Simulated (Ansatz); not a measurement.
Base system: Ru in the hcp (Mg type) structure (space group P6_3/mmc, No. 194; a = 2.691 Å, c = 4.249 Å; relaxed with 0.1 eV smearing). Axes: x lies along a and z along c of the hexagonal cell.

All numbers come from Kohn–Sham DFT with the PBEsol functional, run in Ansatz (a quantum-chemistry and plane-wave program) with PAW and 420 eV plane waves, scalar-relativistic without spin-orbit coupling.

Now apply this change: the cell is stretched by 2.00 % along x with no lateral relaxation, atoms relaxed at fixed cell.

Q: Predict the new stress.

A: The stress (xx, yy, zz, yz, xz, xy; compression positive) comes out as (-11.4, -3.8, -3.6, 0.0, 0.0, 0.0) GPa.

Q: Estimate the effect on the energy relative to the base.

A: The energy rises by 9.8 meV/atom.

The cells carry an imposed strain or load. Whether these cells are dynamically stable was not tested. The final runs are not spin-polarised.
